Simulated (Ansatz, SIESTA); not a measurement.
# the (001) slab of MgMo3 (cut from a parent of space group no. 225; 8 atoms in the cell) computed with different codes at matched settings

Self-consistent single point.

```yaml
crystal:
  lattice:
    - [4.50924, 0.00000, 0.00000]
    - [-4.50924, 4.50924, 0.00000]
    - [0.00000, 0.00000, 14.78280]
  atoms:
    - { symbol: Mg, position: [0.00000, 0.00000, 0.66177] }
    - { symbol: Mg, position: [0.00000, 0.50000, 0.44608] }
    - { symbol: Mo, position: [0.50000, 0.00000, 0.55392] }
    - { symbol: Mo, position: [0.50000, 0.50000, 0.55392] }
    - { symbol: Mo, position: [0.00000, 0.50000, 0.66177] }
    - { symbol: Mo, position: [0.50000, 0.50000, 0.33823] }
    - { symbol: Mo, position: [0.50000, 0.00000, 0.33823] }
    - { symbol: Mo, position: [0.00000, 0.00000, 0.44608] }
```

Shared settings, as Ansatz (an electronic-structure program) writes them: kpoints.mp_grid.grid = 5 5 1; scf.occupations.method = fermi_dirac; scf.occupations.width = 0.136 eV. Potentials and cutoffs stand in the table.

```csv
code,model,largest force (eV/Å),cutoff
Ansatz,"LDA (PW92), PAW files made with PBE",4.282,default
SIESTA,"LDA PW92, numerical atomic orbitals TZP, PseudoDojo LDA standard norm-conserving potentials (rewritten from UPF to PSML)",4.356,grid 350 Ry
```

Size of the force on each atom (eV/Å): Sizes of forces hide their directions.

```tsv
code	Mg1	Mg2	Mo3	Mo4	Mo5	Mo6	Mo7	Mo8
Ansatz	0.826	0.010	0.818	0.818	4.282	1.241	1.241	0.653
SIESTA	0.853	0.086	0.748	0.748	4.356	1.205	1.204	0.494
```

On Ansatz's run: spin polarisation is off. The two faces of this cut differ, and no dipole correction was used.

The spread over the programs that give each value: largest force within 0.074 eV/Å.

SIESTA uses small atom-centred bases, whose incompleteness enters pressures, forces and empty levels differently from a plane-wave cutoff.

The starting cell comes from a database of computed structures (which also holds hypothetical and non-ambient phases and stackings), without a prior relaxation at this level. The slab is cut from that crystal, and its faces are unrelaxed.

Keys are those of Ansatz 0.2.
